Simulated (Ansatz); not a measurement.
Functionals compared on a constructed model of the (110) surface of bcc Ta, a pseudomorphic layer of W in the host's stacking (bottom of the slab: a bare face, its two planes held), in Ansatz (plane waves, PAW). The structure was relaxed with PBE; the other rows are single points on it. Cutoff 420 eV (500 eV for r2SCAN).

Model: 7-atom slab, 14.7 Å thick at the start, 14x14x1 mesh, Fermi-Dirac 0.1 eV, dipole correction, 2 atoms held, the rest relaxed; start symmetry kept, larger cells not searched; no spin, no spin-orbit, no U. It is one candidate, not shown to be the stable structure of the face. These notes are the PBE run's.

```csv
functional,work function of the top face (eV),rough cost of the single point
PBE,4.68,–
RPBE,4.55,very roughly 70 core-seconds
r2SCAN,(withheld),very roughly 2.3 core-minutes
```

Question: Some entries are withheld; supply them.

Answer: 
- r2SCAN, work function of the top face (eV): 4.74

Ansatz is an electronic-structure program.
